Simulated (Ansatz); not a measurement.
## Response to strain in SiC

The reference is SiC in the wurtzite structure (space group P6_3mc, No. 186; a = 3.0564 Å, c = 5.0158 Å). Axes: x lies along a and z along c of the hexagonal cell.

Strains are applied to the cell and any free atomic positions relax; under biaxial strain the out-of-plane vector relaxes too.

Method: LDA/PAW in Ansatz (a quantum-chemistry and plane-wave program), no spin-orbit coupling.

Candidates:
(a) biaxial strain −0.60 %, plane normal [001], relaxed out of plane
(b) biaxial strain −2.40 %, plane normal [001], relaxed out of plane
(c) biaxial strain −1.80 %, plane normal [001], relaxed out of plane

Problem. Order them by out-of-plane strain, highest first.

Solution. (b) biaxial strain −2.40 %, plane normal [001], relaxed out of plane (+0.54 %), (c) biaxial strain −1.80 %, plane normal [001], relaxed out of plane (+0.40 %), (a) biaxial strain −0.60 %, plane normal [001], relaxed out of plane (+0.13 %)

Stability against distortions was not tested.
